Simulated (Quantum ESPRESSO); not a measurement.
A self-consistent single point of Ta (Im-3m, 1 atom in the cell) with Quantum ESPRESSO.

Level of theory: PBE, PSlibrary PAW (PBE) pseudopotentials (plane waves; Quantum ESPRESSO 7.5).

```xyz
1
Lattice="1.6583 1.6583 1.6583 -1.6583 1.6583 1.6583 -1.6583 -1.6583 1.6583" Properties=species:S:1:pos:R:3 pbc="T T T"
Ta     0.0000     0.0000     0.0000
```

Reference input (self-consistent single point, DFT, PBE, plane waves, PSlibrary PAW (PBE) pseudopotentials): ecutwfc = 50 Ry; ecutrho = 300 Ry; occupations = smearing; smearing = gauss; degauss = 0.0073499 Ry; potentials = {Ta: Ta.pbe-spn-kjpaw_psl.1.0.0.UPF}; K_POINTS = automatic 10 10 10 0 0 0; conv_thr = 1e-10 Ry; mixing_beta = 0.3. This run's input differs from it in these lines:

```diff
@@ -14,4 +14,4 @@
  ntyp = 1,
- ecutwfc = 50,
- ecutrho = 300,
+ ecutwfc = 17.5,
+ ecutrho = 105,
  occupations = 'smearing',
```

Log, with long lists cut:

```
     Self-consistent Calculation

     iteration #  1     ecut=    17.50 Ry     beta= 0.30

---- Real-time Memory Report at c_bands before calling an iterative solver
            69 MiB given to the printing process from OS
            12 MiB allocation reported by mallinfo(arena+hblkhd)
------------------

     total energy              =    -726.26971015 Ry
     estimated scf accuracy    <       0.13088050 Ry

     iteration #  2     ecut=    17.50 Ry     beta= 0.30

---- Real-time Memory Report at c_bands before calling an iterative solver
            72 MiB given to the printing process from OS
   [... lines left out ...]

---- Real-time Memory Report at c_bands before calling an iterative solver
            72 MiB given to the printing process from OS
            19 MiB allocation reported by mallinfo(arena+hblkhd)
------------------

     total energy              =    -726.25089161 Ry
     estimated scf accuracy    <          4.1E-10 Ry

     iteration # 13     ecut=    17.50 Ry     beta= 0.30

---- Real-time Memory Report at c_bands before calling an iterative solver
            72 MiB given to the printing process from OS
            19 MiB allocation reported by mallinfo(arena+hblkhd)
------------------
     End of self-consistent calculation

     the Fermi energy is    18.6397 ev

!    total energy              =    -726.25089165 Ry
     estimated scf accuracy    <          7.2E-11 Ry
     smearing contrib. (-TS)   =      -0.00033142 Ry
     internal energy E=F+TS    =    -726.25056024 Ry

      -> PAW hartree energy AE =     146.28527954 Ry
      -> PAW hartree energy PS =    -146.05609416 Ry
      -> PAW xc energy AE      =    -634.96173417 Ry
      -> PAW xc energy PS      =      45.17793671 Ry
      -> total E_H with PAW    =      13.89622741 Ry
      -> total E_XC with PAW   =    -630.10810931 Ry

     convergence has been achieved in  13 iterations

     Forces acting on atoms (cartesian axes, Ry/au):

     atom    1 type  1   force =     0.00000000    0.00000000    0.00000000

     Total force =     0.000000     Total SCF correction =     0.000000

          total   stress  (Ry/bohr**3)                   (kbar)     P=    -2949.56
  -0.02005072  -0.00000000   0.00000000        -2949.56       -0.00        0.00
  -0.00000000  -0.02005072  -0.00000000           -0.00    -2949.56       -0.00
   0.00000000  -0.00000000  -0.02005072            0.00       -0.00    -2949.56

   JOB DONE.
```

The run converged in 13 iterations. Against the reference run the free energy goes up by 12.0 eV/atom and the pressure goes from 0.64 to -295.0 GPa.

The starting cell has typed, rounded lattice constants, without a prior relaxation at this level. Its lattice was rescaled by up to half a per cent. Spin polarisation is off. At the lowered cutoff the pressure carries the error of an incomplete plane-wave basis.
